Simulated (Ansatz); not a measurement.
Band structure of InSb (Cmc2_1, 4 atoms in the cell).

```
InSb
1.0
    2.31255    -4.00263     0.00000
    2.31255     4.00263     0.00000
    0.00000     0.00000     7.61630
In Sb
2 2
Direct
  0.33188   0.66812   0.48815
  0.66812   0.33188   0.98815
  0.33450   0.66550   0.86185
  0.66550   0.33450   0.36185
```

Method: PBEsol, PAW files made with PBE (plane waves; Ansatz, a first-principles code).

Settings: kpoints.mp_grid.grid = 6 6 3; hamiltonian.xc = pbesol; hamiltonian.pseudopotentials = {kind: paw} (the program's default PAW files); scf.occupations.method = gaussian; scf.occupations.width = 0.2 eV; kpoints.band_path.npoints = 8.

The starting cell comes from a database of computed structures (which also holds hypothetical and non-ambient phases and stackings), without a prior relaxation at this level. Spin-orbit coupling is off. The run gives no clean gap (levels at the Fermi energy touch, overlap or are partly filled at this smearing), which alone does not show that the compound is a metal.

Levels in eV from the Fermi level, bands 25 to 32:
| point | 25 | 26 | 27 | 28 | 29 | 30 | 31 | 32 |
|---|---|---|---|---|---|---|---|---|
| Γ | -1.05 | -0.51 | -0.15 | -0.03 | -0.02 | 0.19 | 2.74 | 2.76 |
| X | -3.54 | -2.45 | -2.45 | -2.23 | 1.98 | 3.38 | 3.40 | 4.73 |
| S | -3.27 | -2.22 | -1.91 | -1.03 | 1.04 | 1.50 | 3.13 | 3.69 |
| R | -1.84 | -1.84 | -1.72 | -1.72 | 0.86 | 0.86 | 2.40 | 2.40 |
| A | -3.00 | -3.00 | -1.47 | -1.47 | 1.44 | 1.44 | 3.88 | 3.88 |
| Z | -0.62 | -0.62 | -0.61 | -0.61 | 0.73 | 0.73 | 3.43 | 3.43 |
| Y | -3.27 | -2.23 | -1.92 | -1.04 | 1.03 | 1.49 | 3.17 | 3.69 |
| X1 | -3.54 | -2.45 | -2.45 | -2.23 | 1.98 | 3.38 | 3.40 | 4.73 |
| A1 | -3.00 | -3.00 | -1.47 | -1.47 | 1.44 | 1.44 | 3.88 | 3.88 |
| T | -1.84 | -1.84 | -1.73 | -1.73 | 0.85 | 0.85 | 2.40 | 2.40 |

No band crosses the Fermi level by more than 0.03 eV along this path.

Keys are those of Ansatz 0.2.
